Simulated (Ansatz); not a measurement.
Zr: pressure series

The parent structure is Zr in the hcp (Mg type) structure (space group P6_3/mmc, No. 194; a = 3.1842 Å, c = 5.1167 Å).

Cell and atoms are relaxed at each pressure.

Computed with PBEsol/PAW in Ansatz (an electronic-structure program), without spin-orbit coupling.

| pressure (GPa) | volume per atom (Å³/atom) |
|---|---|
| -2 | 22.939 |
| -1 | 22.697 |
| 0 | 22.465 |
| 2.1 | 22.005 |
| 4.5 | 21.523 |
| 9 | ? |
| 15 | 19.783 |
| 22.5 | 18.808 |
| 30 | 17.971 |

Problem. Fit the third-order Birch–Murnaghan form P(V) = (3B₀/2)[(V₀/V)^(7/3) − (V₀/V)^(5/3)]·[1 + (3/4)(B₀′ − 4)((V₀/V)^(2/3) − 1)] (squares taken in P) to the rows shown and predict the withheld row.

Solution. Least squares on the printed values gives V₀ = 22.465 Å³/atom, B₀ = 98.5 GPa, B₀′ = 2.9; this predicts 20.712 Å³/atom, and the run gives 20.714 Å³/atom, 0.002 higher.

Load acts through the strain it causes; cell and atoms are relaxed under it. No phonon test of stability was made. The final runs are not spin-polarised. Measured, Zr leaves this structure (for the ω phase) near 3 GPa (temperature not stated; as listed in C. Cazorla, D. Alfè, M. J. Gillan, Physical Review B (2008)).
